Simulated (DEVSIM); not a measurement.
Structure: Schottky contact on n-type Si, at 300 K.

Layer 1 from the left is Si, thickness (μm) 1.50, Nd (cm⁻³) 3.9e15, τn (s) 1.9e-5, τp (s) 1.9e-5. Layer 2 from the left is Si, thickness (μm) 3.20, Nd (cm⁻³) 6.6e17, τn (s) 1.9e-5, τp (s) 1.9e-5.

Left contact: Schottky, work function 4.89 eV, emission velocity 3.4e6 cm/s. Right contact: ohmic. Voltage is applied to the left contact. Recombination: SRH at mid-gap, radiative, Auger. Mobility is μmin + (μ − μmin)/(1 + (N/Nref)^α).

This is a model device: material constants are rounded textbook-type values typed into the input, and sizes, dopings and lifetimes were drawn at random. Values at 300 K.

Si: gap (eV) 1.124, affinity (eV) 4.05, permittivity 11.7, Nc (cm⁻³) 2.86e19, Nv (cm⁻³) 3.1e19, μn (cm²/Vs) 1417, μp (cm²/Vs) 470, μn,min 52, μp,min 45, Nref,n 9.7e16, Nref,p 2.2e17, αn 0.68, αp 0.72, B (cm³/s) 4.7e-15, Cn (cm⁶/s) 2.8e-31, Cp (cm⁶/s) 9.9e-32.

Simulated with DEVSIM: 1D drift-diffusion, Boltzmann statistics, complete ionisation; no tunnelling, impact ionisation, image-force lowering or self-heating. Metal contacts follow the ideal Schottky-Mott rule: no Fermi-level pinning, no interface dipoles.

**Question.** What does the simulation give for the dark forward voltage at 1 A/cm², the potential step across the device at zero bias?

**Answer.** dark forward voltage at 1 A/cm² 0.417 V; potential step across the device at zero bias 0.743 V.
